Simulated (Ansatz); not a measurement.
This Ansatz (a quantum-chemistry and plane-wave program) input is the reference run, BN in the zinc blende structure (space group F-43m, No. 216), computed with Kohn–Sham DFT with the LDA functional, run in Ansatz with PAW and 420 eV plane waves, no spin-orbit coupling:

Ansatz 0.2 input:
```yaml
crystal:
  lattice:
    - [0, 1.7902700084, 1.7902700084]
    - [1.7902700084, 0, 1.7902700084]
    - [1.7902700084, 1.7902700084, 0]
  atoms:
    - { symbol: B, position: [0, 0, 0] }
    - { symbol: N, position: [0.25, 0.25, 0.25] }
basis: { ecutwfc: 420, ecutrho_ratio: 4, xc_grid: 2, fft_grid_basis: typed }
kpoints: { mp_grid: { grid: [16, 16, 16] } }
hamiltonian:
  xc: lda
  dispersion: none
  pseudopotentials: { kind: paw }
scf: { occupations: { method: fermi_dirac, width: 0.05 }, convergence: { dr2_threshold: 0.0000000002 } }
output: { forces: true, stress: true }
checkpoint: { write: state.ck, write_every: 1000 }
```

Question: Write the input for this change: tensile biaxial strain of 1.67 % in the plane normal to [111], as in epitaxy on a mismatched substrate; the out-of-plane cell vector and the atoms relax.

Answer: 
Ansatz 0.2 input:
```yaml
crystal:
  lattice:
    - [2.5741055891, 0, 0]
    - [1.2870527945, 2.2292408322, 0]
    - [1.2870527945, -0.7430802774, 2.0499644076]
  atoms:
    - { symbol: B, position: [0, 0, 0] }
    - { symbol: N, position: [0.5, 0.25, 0.75] }
basis: { ecutwfc: 420, ecutrho_ratio: 4, xc_grid: 2, fft_grid_basis: typed }
kpoints: { mp_grid: { grid: [16, 16, 16] } }
hamiltonian:
  xc: lda
  dispersion: none
  pseudopotentials: { kind: paw }
scf: { occupations: { method: fermi_dirac, width: 0.05 } }
relax: { f_tol: 0.005, max_steps: 50, cell: { stress_tol: 0.01, fix: [a, b, gamma] } }
output: { forces: true, stress: true }
checkpoint: { write: state.ck, write_every: 1000 }
```
This is the input that was run; other choices of cell and start would serve too.

Whether these cells are dynamically stable was not tested.
